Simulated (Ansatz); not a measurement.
F on the 1x1 (110) surface of bcc Ta, one in a 1x1 cell, energies for each (7.8 Å²). Energies are against ½ F2(g), without zero-point or thermal terms; each row is named by its start.

Method: PBE (plane waves to 420 eV, PAW; Ansatz, a first-principles code).

Slab: 5 atoms, 6.8 Å thick at the start under the adsorbate (thin: gaps and levels are the slab's own); k 10x10x1, smearing 0.1 eV, dipole-corrected; 2 atoms held, the rest relaxed; each run with such symmetry as its start has; no spin, no spin-orbit, no U, no dispersion correction.

A negative adsorption energy means that the adsorbate is more stable on the surface than in its reference. Heights count from the host atoms within 0.3 Å of the top one.

| starting site | E_ads (eV) | height (Å) | nearest host atom (Å) | bonded to | Δ work function (eV) | lateral drift (Å) |
|---|---|---|---|---|---|---|
| top Ta | -4.01 | 1.87 | Ta 1.87 | Ta | 2.29 | 0.0 |
| hollow Ta-Ta-Ta | -4.52 | 1.43 | Ta 2.17 | 3 Ta | -0.13 | 0.1 |
| bridge Ta-Ta (span 2.9 Å) | -4.37 | 1.57 | Ta 2.13 | 2 Ta | 0.87 | 0.0 |
| bridge Ta-Ta (span 3.3 Å) | -4.15 | 1.48 | Ta 2.23 | 2 Ta | 0.32 | 0.0 |
